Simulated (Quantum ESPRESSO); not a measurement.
Quantum ESPRESSO run on NiB2W2 (Immm, 5 atoms in the cell): self-consistent single point.

Level of theory: PBEsol, SSSP 1.1.2 precision (PBE) pseudopotentials (plane waves; Quantum ESPRESSO).

```xyz
5
Lattice="1.5713 2.2384 3.4784 -1.5713 2.2384 3.4784 -1.5713 -2.2384 3.4784" Properties=species:S:1:pos:R:3 pbc="T T T"
Ni     0.0000     0.0000     0.0000
B      0.0000    -0.9124     3.4784
B     -1.5713    -1.3260     0.0000
W      0.0000    -2.2384     1.3955
W     -1.5713     0.0000     2.0829
```

Reference input (self-consistent single point, DFT, LDA (PZ), plane waves, GBRV 1.5 ultrasoft (LDA) pseudopotentials): ecutwfc = 50 Ry; ecutrho = 400 Ry; occupations = smearing; smearing = fermi-dirac; degauss = 0.0073499 Ry; potentials = {Ni: ni_lda_v1.4.uspp.F.UPF, B: b_lda_v1.4.uspp.F.UPF, W: w_lda_v1.2.uspp.F.UPF}; K_POINTS = automatic 8 8 8 0 0 0; conv_thr = 1e-11 Ry; mixing_beta = 0.5. This run's input differs from it in these lines:

```diff
@@ -15,4 +15,4 @@
   ntyp = 3
-  ecutwfc = 50
-  ecutrho = 400
+  ecutwfc = 65
+  ecutrho = 520
   occupations = 'smearing'
@@ -20,2 +20,3 @@
   degauss = 0.0073499
+  input_dft = 'pbesol'
 /
@@ -26,5 +27,5 @@
 ATOMIC_SPECIES
-Ni    58.6934  ni_lda_v1.4.uspp.F.UPF
-B     10.8100  b_lda_v1.4.uspp.F.UPF
-W    183.8400  w_lda_v1.2.uspp.F.UPF
+Ni    58.6934  ni_pbe_v1.4.uspp.F.UPF
+B     10.8100  B_pbe_v1.01.uspp.F.UPF
+W    183.8400  W_pbe_v1.2.uspp.F.UPF
 ATOMIC_POSITIONS crystal
```

Log, with long lists cut:

```
     Self-consistent Calculation

     iteration #  1     ecut=    65.00 Ry     beta= 0.50

     negative rho (up, down):  1.313E-01 0.000E+00

     total energy              =    -658.99801008 Ry
     estimated scf accuracy    <      24.48533602 Ry

     iteration #  2     ecut=    65.00 Ry     beta= 0.50

     negative rho (up, down):  1.305E-01 0.000E+00

     total energy              =    -672.75973989 Ry
     estimated scf accuracy    <      43.38521471 Ry

     iteration #  3     ecut=    65.00 Ry     beta= 0.50

     negative rho (up, down):  1.330E-01 0.000E+00

     total energy              =    -672.67026039 Ry
     estimated scf accuracy    <       8.67115158 Ry

   [... 16 blocks of this kind left out ...]

     iteration # 20     ecut=    65.00 Ry     beta= 0.50

     negative rho (up, down):  1.356E-01 0.000E+00

     total energy              =    -673.71474104 Ry
     estimated scf accuracy    <          9.6E-11 Ry

     iteration # 21     ecut=    65.00 Ry     beta= 0.50

     negative rho (up, down):  1.356E-01 0.000E+00
     End of self-consistent calculation

     the Fermi energy is    22.3165 ev

!    total energy              =    -673.71474104 Ry
     estimated scf accuracy    <          5.9E-12 Ry
     smearing contrib. (-TS)   =      -0.00353743 Ry
     internal energy E=F+TS    =    -673.71120361 Ry

     convergence has been achieved in  21 iterations

     negative rho (up, down):  1.356E-01 0.000E+00

     Forces acting on atoms (cartesian axes, Ry/au):

     atom    1 type  1   force =    -0.00000000   -0.00000000   -0.00000000
     atom    2 type  2   force =     0.00000000   -0.00406937    0.00000000
     atom    3 type  2   force =     0.00000000    0.00406937    0.00000000
     atom    4 type  3   force =     0.00000000    0.00000000    0.00810101
     atom    5 type  3   force =    -0.00000000    0.00000000   -0.00810101

     Total force =     0.012821     Total SCF correction =     0.000001

     negative rho (up, down):  1.356E-01 0.000E+00
          total   stress  (Ry/bohr**3)                   (kbar)     P=      146.38
   0.00098039  -0.00000000   0.00000000          144.22       -0.00        0.00
   0.00000000   0.00098641   0.00000000            0.00      145.11        0.00
   0.00000000  -0.00000000   0.00101833            0.00       -0.00      149.80

   JOB DONE.
```

The run converged in 21 iterations. Against the reference run the pressure goes from 7.46 to 14.64 GPa and the largest force goes from 0.152 to 0.208 eV/Å. The full log also holds: “c_bands:  1 eigenvalues not converged”.

The starting cell comes from a database of computed structures (which also holds hypothetical and non-ambient phases and stackings), without a prior relaxation at this level. Its lattice was rescaled by a random factor within 2.5 % of one. Spin-orbit coupling is off. Spin polarisation is off. With a pressure of about 15 GPa the cell is away from its equilibrium volume at this level.

Cost on one core of a shared machine: roughly 9 min.
